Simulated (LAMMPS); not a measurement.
MD of Cu (fcc) at zero pressure over temperature, 256 atoms; each row names its start.

Model: MD with a machine-learned potential, pair style snap, file Cu_Zuo_JPCA2020.snap (LAMMPS).

| T (K), start | state | volume | enthalpy | first peak of g(r) | coordination number | D(Cu) |
|---|---|---|---|---|---|---|
| 100, crystal | crystal; no diffusion seen in 15 ps | 12.0404 ± 0.0003 Å³/atom | -4.0754 ± 0.0001 eV/atom | 2.57 Å, height 12.5 | 12.0 (counted to 3.10 Å) | - |
| 300, crystal | crystal; no diffusion seen in 15 ps | 12.1302 ± 0.0008 Å³/atom | -4.0240 ± 0.0004 eV/atom | 2.57 Å, height 7.5 | 12.0 (counted to 3.14 Å) | - |
| 810, crystal | crystal; no diffusion seen in 15 ps | 12.388 ± 0.003 Å³/atom | -3.888 ± 0.001 eV/atom | 2.56 Å, height 4.5 | 12.0 (counted to 3.18 Å) | - |
| 1020, crystal | crystal; no diffusion seen in 15 ps | 12.510 ± 0.002 Å³/atom | -3.8290 ± 0.0006 eV/atom | 2.55 Å, height 4.1 | 12.1 (counted to 3.18 Å) | - |
| 1220, crystal | crystal; no diffusion seen in 15 ps | 12.639 ± 0.003 Å³/atom | -3.771 ± 0.001 eV/atom | 2.58 Å, height 3.7 | 12.1 (counted to 3.22 Å) | - |
| 1220, melt | liquid | 13.15 ± 0.01 Å³/atom | -3.648 ± 0.004 eV/atom | 2.50 Å, height 3.1 | 13.2 (counted to 3.50 Å) | (1.53 ± 0.09) × 10^-5 cm²/s |
| 1360, melt | liquid | 13.314 ± 0.009 Å³/atom | -3.598 ± 0.002 eV/atom | 2.49 Å, height 3.0 | 13.1 (counted to 3.50 Å) | (2.64 ± 0.05) × 10^-5 cm²/s |
| 1490, melt | liquid | 13.45 ± 0.01 Å³/atom | -3.556 ± 0.002 eV/atom | 2.48 Å, height 2.8 | 12.7 (counted to 3.46 Å) | (3.22 ± 0.08) × 10^-5 cm²/s |
| 1700, melt | liquid | 13.743 ± 0.006 Å³/atom | -3.4785 ± 0.0005 eV/atom | 2.49 Å, height 2.7 | 12.2 (counted to 3.42 Å) | (4.8 ± 0.3) × 10^-5 cm²/s |
| 1900, melt | liquid | 14.03 ± 0.02 Å³/atom | -3.410 ± 0.003 eV/atom | 2.45 Å, height 2.5 | 12.2 (counted to 3.46 Å) | (5.7 ± 0.2) × 10^-5 cm²/s |

Measured linear expansion coefficient: 16.50 1e-6/K at 293 K (Kaye and Laby Online (NPL), 2.3.5 Thermal expansion).

Measured melting point: 1358 K (Wikipedia, Melting points of the elements (data page)).

Caution (rows 1020, crystal; 1220, crystal; 1220, melt; 1360, melt; 1490, melt; 1700, melt; 1900, melt): a run this short can hold a crystal over, or a liquid under, the potential's own melting point, which these runs don't give.

Caution (row 1220, melt): this liquid lies under the measured melting point of 1358 K, so it is undercooled or the potential melts low.

From the crystal rows between 100 and 300 K, estimate the mean linear expansion coefficient and the heat capacity. The slope of ln V over three gives 12 × 10^-6 /K, and dH/dT = 3.0 kB/atom. Nuclei are classical here, so the heat capacity stays near 3 kB/atom, where a real crystal's falls off below its Debye temperature.

Fit an Arrhenius law to the diffusion of Cu in the liquid. ln D against 1/T from 1220 to 1900 K gives an activation energy of 0.38 eV and D0 = 0.00061 cm²/s.

States go by the mean squared displacement: a species diffuses where it passes 1.5 Å², still rises and gives D over 1e-6 cm²/s; a crystal has left its structure where atoms lie 0.35 Å off their sites on average or a cubic box changes its shape by 3 %, or the axial ratios of another lie 8 % off the starting cell's, which the potential's own relaxation can also do.

Errors of D are the spread over four groups of atoms in one short run; a floor of about 5 %, a picked value, is safer.

Uncertainties are statistical and leave out the potential's own error.
